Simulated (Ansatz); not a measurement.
We consider SnO (model structure, F-43m, No. 216, 2 atoms in the cell), described by r²SCAN (Ansatz, a program for electronic structure, PAW).

Run with plane-wave cutoff 560 eV, 18×18×18 k mesh, Fermi–Dirac smearing 0.05 eV, scalar-relativistic PAW data made under PBE.

Cell (relaxed at this level):

```yaml
crystal:
  lattice:
    - [0.00000, 2.70435, 2.70435]
    - [2.70435, 0.00000, 2.70435]
    - [2.70435, 2.70435, 0.00000]
  atoms:
    - { symbol: O, position: [0.25000, 0.25000, 0.25000] }
    - { symbol: Sn, position: [0.00000, 0.00000, 0.00000] }
```

Problem. What does this level give for the bulk modulus B0?

Solution. 
* **bulk modulus B0**: 65.8 GPa

The run finds no gap.

Note: the bulk modulus is −V dP/dV from two relaxed cells at ±2 % in volume; the relaxation could raise the start's symmetry but not lower it, so the cell can be a saddle point.

Spin–orbit coupling is not included; it can open a gap where bands touch, and shift volumes and moduli.

Static lattice: no zero-point or thermal effects.

A model structure was made by putting elements into a prototype or built by hand; it is no filed structure, need not be a known phase, and can be a saddle point held by its symmetry.
